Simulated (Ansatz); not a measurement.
## Fermi-surface data of Ni₂Ge (P6_3/mmc)

Here is the system:

```
CELL_PARAMETERS angstrom
      3.97235     0.00000     0.00000
     -1.98617     3.44016     0.00000
      0.00000     0.00000     5.01354
ATOMIC_POSITIONS crystal
  Ni 0.66667 0.33333 0.25000
  Ni 0.33333 0.66667 0.75000
  Ni 0.00000 0.00000 0.00000
  Ni 0.00000 0.00000 0.50000
  Ge 0.66667 0.33333 0.75000
  Ge 0.33333 0.66667 0.25000
```

Level of theory: PBEsol, rigid bands (plane waves, PAW, scalar-relativistic; Ansatz, an electronic-structure program). Geometry: cell and atoms relaxed with PBEsol.

```
Item                                                                   Result
------------------------------------  ---------------------------------------
density of states at the Fermi level        3.87 states/(eV·cell), both spins
bare Sommerfeld coefficient                         1.52 mJ/(mol of atoms·K²)
Drude plasma energy                              5.8 (x), 5.8 (y), 4.2 (z) eV
root-mean-square Fermi velocity                                     4.4e5 m/s
resistivity times τ                   14.5 (x), 14.5 (y), 28 (z) ×10⁻²² Ω·m·s
```

A metal at this level (no band gap); rigid bands, thermally averaged at 300 K, both spins. Spin-orbit coupling is left out. τ is one relaxation time for all states.

Computed structure, not matched to a measured one here, so possibly hypothetical: Ni2Ge (P6_3/mmc). Treated as nonmagnetic (a ferromagnetic start lost its moment, other orders weren't tried): Ni2Ge (P6_3/mmc).
